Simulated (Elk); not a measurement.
Input and output of a self-consistent single point for SnTe (Fm-3m, 2 atoms in the cell) (Elk).

Method: PBE, all-electron FP-LAPW, Elk's shipped species files, APW+lo basis with extra local orbitals in Elk.

The change in words: lattice scaled by 0.98. Reference geometry:
```
SnTe
1.0
    0.00000     3.12401     3.12401
    3.12401     0.00000     3.12401
    3.12401     3.12401     0.00000
Sn Te
1 1
Direct
  0.00000   0.00000   0.00000
  0.50000   0.50000   0.50000
```

Reference input (self-consistent single point, DFT, PBE, all-electron FP-LAPW, Elk's shipped species files, APW+lo basis with extra local orbitals): xctype = 20; rgkmax = 8; stype = 0; swidth = 0.00499791 Ha; ngridk = 6 6 6; gmaxvr = 14 1/bohr; nxlo = 2; lorbcnd = true; lmaxi = 3. This run's input differs from it in these lines:

```diff
@@ -28,3 +28,3 @@
 scale
-  8.348842732
+  8.181866411
```

Output (repeated stretches shortened):

```
│ Self-consistent loop started │
│ Loop number : 1 │
 total energy                :     -12986.8327735
│ Loop number : 2 │
 total energy                :     -12986.7658315
RMS change in Kohn-Sham potential (target) :   0.1044056206     (  0.1000000000E-05)
Absolute change in total energy (target)   :   0.6694195032E-01 (  0.1000000000E-03)
│ Loop number : 3 │
 total energy                :     -12985.6570934
RMS change in Kohn-Sham potential (target) :   0.9306864751E-01 (  0.1000000000E-05)
Absolute change in total energy (target)   :    1.125473587     (  0.1000000000E-03)
│ Loop number : 4 │
   [... lines left out ...]
Absolute change in total energy (target)   :   0.1168768082E-02 (  0.1000000000E-03)
│ Loop number : 13 │
 total energy                :     -12976.2016514
RMS change in Kohn-Sham potential (target) :   0.1690967614E-06 (  0.1000000000E-05)
Absolute change in total energy (target)   :   0.2872155401E-03 (  0.1000000000E-03)
│ Loop number : 14 │
 total energy                :     -12976.2016532
RMS change in Kohn-Sham potential (target) :   0.2783840234E-07 (  0.1000000000E-05)
Absolute change in total energy (target)   :   0.7005983207E-04 (  0.1000000000E-03)
Convergence targets achieved

│ Loop number : 15 │

Energies :
 Fermi                       :     0.269315851956
 total energy                :     -12976.2016529

Density of states at Fermi energy :    5.442632576
 (states/Hartree/unit cell)

Estimated indirect band gap :   0.9344155377E-02
 from k-point      4 to k-point      4
Estimated direct band gap   :   0.9344155377E-02
 at k-point      4

Charges :
 core                        :    66.00000000
 valence                     :    36.00000000
 interstitial                :    3.928972476
 muffin-tins (core leakage)
  species :    1 (Sn)
   atom    1                 :    48.06476688     (  0.6708048527E-04)
  species :    2 (Te)
   atom    1                 :    50.00626064     (  0.4036213798E-03)
 total in muffin-tins        :    98.07102752
 total calculated charge     :    101.9935339
 total charge                :    102.0000000
 error                       :   0.6466086076E-02

│ Self-consistent loop stopped │
```

The run converged in 15 iterations. The count includes the last loop, which Elk runs after its targets are met. Against the reference run the total energy goes up by 64.7 meV/atom.

The starting cell comes from a database of computed structures (which also holds hypothetical and non-ambient phases and stackings), without a prior relaxation at this level. Its lattice was rescaled by a random factor within 2.5 % of one. For this run, on top of that: lattice scaled by 0.98. Spin-orbit coupling is off. Values depend on the basis (sphere radii, cutoffs, local orbitals), which need not be converged. The run gives no clean gap (levels at the Fermi energy touch, overlap or are partly filled at this smearing), which alone does not show that the compound is a metal. The log's line on a gap gives a spacing of levels on this mesh, which the program prints for metals too.
